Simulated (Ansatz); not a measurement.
Consider Si in the diamond structure (space group Fd-3m, No. 227).

```yaml
crystal:
  lattice:
    - [0.00000, 2.70105, 2.70105]
    - [2.70105, 0.00000, 2.70105]
    - [2.70105, 2.70105, 0.00000]
  atoms:
    - { symbol: Si, position: [0.00000, 0.00000, 0.00000] }
    - { symbol: Si, position: [0.25000, 0.25000, 0.25000] }
```

Cartesian axes are those of the cell as printed.

Method: LDA/PAW in Ansatz (an electronic-structure program), without spin-orbit coupling.

Strains are applied to the cell and any free atomic positions relax; under biaxial strain the out-of-plane vector relaxes too.

One change was made to it. Results:

| quantity | base | after |
|---|---|---|
| smallest direct gap | 2.53 eV | 2.20 eV |
| band gap | 0.45 eV | 0.28 eV |
| energy relative to the base (free energy F) | 0 meV/atom | +7.8 meV/atom |

Task: Which change produced these results?
(A) biaxial strain −0.42 %, plane normal [111], relaxed out of plane
(B) biaxial strain −1.67 %, plane normal [111], relaxed out of plane
(C) biaxial strain +2.08 %, plane normal [111], relaxed out of plane
(D) biaxial strain +0.83 %, plane normal [111], relaxed out of plane

Result: B, biaxial strain −1.67 %, plane normal [111], relaxed out of plane. For comparison, the energy relative to the base in the other runs: biaxial strain −0.42 %, plane normal [111], relaxed out of plane gives +0.5 meV/atom; biaxial strain +2.08 %, plane normal [111], relaxed out of plane gives +11 meV/atom; biaxial strain +0.83 %, plane normal [111], relaxed out of plane gives +1.9 meV/atom.

Stability against distortions was not tested. The zero or small gap of Si under biaxial strain −1.67 %, plane normal [111], relaxed out of plane and Si under biaxial strain +2.08 %, plane normal [111], relaxed out of plane can change with the level of theory.
